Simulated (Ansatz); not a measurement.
Cs under a change: pressure 15 GPa

The parent structure is Cs in the bcc (W type) structure (space group Im-3m, No. 229; a = 6.0106 Å).

Perturbation: cell and atoms relaxed at a pressure of 15 GPa.

Method: PBEsol in Ansatz (plane waves to 420 eV, PAW, no spin-orbit coupling). Γ-centred 11×11×11 mesh, Fermi–Dirac width 0.05 eV.

```json
[
 {"quantity": "volume per atom", "base": "108.57 Å³", "changed": "28.93 Å³", "shift": "-79.64 Å³"},
 {"quantity": "density", "base": "2.03 g/cm³", "changed": "7.63 g/cm³", "shift": "+5.60 g/cm³"},
 {"quantity": "band gap", "base": "zero", "changed": "zero", "shift": "–"}
]
```

Cost of the whole job for the changed cell (relaxation, final SCF and bands): around 12 core-seconds (rough).

Load acts through the strain it causes; cell and atoms are relaxed under it. Whether these cells are dynamically stable was not tested. The final runs are not spin-polarised. Measured, Cs leaves this structure (for fcc) near 2.4 GPa (temperature not stated; as listed in Olga Degtyareva, NATO science for peace and security series. B, Physics and biophysics (2010)).

Ansatz is an electronic-structure program.
